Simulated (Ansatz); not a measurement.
CsCl-type NiAl, treated with r²SCAN (PAW; Ansatz, an electronic-structure program).

From the output:

```
WARN output.stress: scf.convergence.dr2_threshold = 1e-9 eV is looser than the 2e-10 eV advised for a printed stress (1e-10 eV for each atom of the cell: 2)
Crystal: 2 atoms, lattice volume = 23.473 Å³
Basis set: ecut = 560 eV, 739 PW (Γ), exchange–correlation on 72×72×72 points (27 copies of the dense FFT grid, shifted against one another)
Bands: 15, of which v1, the nominal top of the filled ones, is band 11 counted from 1 (10 counted from 0)
Symmetry: 48 space group operations
Space group: Pm-3m (ITA 221), of the structure as read, at distance tolerance 2.9e-5 Å
k-points: 286 of 8000
Functional: x = r2scan, c = r2scan; τ floored in thin density (d = 2e-4 eV/Å³)
SCF iter   1: F=—  HF=-6387.005223 eV  |F-HF|=—  |Δ(HF+E_count)|=         —  Δρ=2.61e-2  dr2=1.23e-1  dr2_τ=5.92e-2
SCF iter   2: F=—  HF=-6387.067916 eV  |F-HF|=—  |Δ(HF+E_count)|=   6.27e-2  Δρ=1.79e-2  dr2=3.64e-2  dr2_τ=7.36e-4
  ...
SCF iter   8: F=—  HF=-6387.057639 eV  |F-HF|=—  |Δ(HF+E_count)|=   1.41e-7  Δρ=1.33e-5  dr2=1.92e-8  dr2_τ=7.50e-10
SCF iter   9: F=-6387.057639 eV  HF=-6387.057639 eV  |F-HF|=3.32e-10  |Δ(HF+E_count)|=   4.08e-9  Δρ=2.69e-6  dr2=8.98e-10  dr2_τ=2.26e-11
SCF 1 converged in 9 iterations: F = -6387.057639 eV  dr2 = 8.98e-10
SCF converged after 9 iterations
Free energy (F): -6387.057639 eV
Internal energy: -6387.050436 eV  (E = F + TS)
E sigma→0 (E₀):  -6387.054037 eV
Fermi energy:    14.156034 eV
--- Forces (eV/Å), atoms counted from 1 ---
  atom   1  Al     0.00000000    -0.00000000    -0.00000000
  atom   2  Ni    -0.00000000     0.00000000    -0.00000000
--- Stress (GPa, compression-positive) ---
        0.000173       0.000000       0.000000
        0.000000       0.000173       0.000000
        0.000000       0.000000       0.000173
  P = ⅓ Tr σ = 0.0002 GPa (0.002 kbar)
```

Write an input file that produces this run.

One answer among several that fit: 
Ansatz 0.2 input:
```yaml
crystal:
  lattice:
    - [2.863222725, 0.0, 0.0]
    - [0.0, 2.863222725, 0.0]
    - [0.0, 0.0, 2.863222725]
  atoms:
    - { symbol: Al, position: [0.5, 0.5, 0.5] }
    - { symbol: Ni, position: [0.0, 0.0, 0.0] }
basis:
  ecutwfc: 560
  ecutrho_ratio: 4
  xc_grid: 3
kpoints:
  mp_grid: { grid: [20, 20, 20] }
hamiltonian:
  xc: r2scan
  dispersion: none
  pseudopotentials: { kind: paw }
scf:
  occupations: { method: fermi_dirac, width: 0.05 }
  convergence: { dr2_threshold: 0.000000001 }
output:
  forces: true
  stress: true
  eigenvalues: true
```

The PAW data were made under PBE.
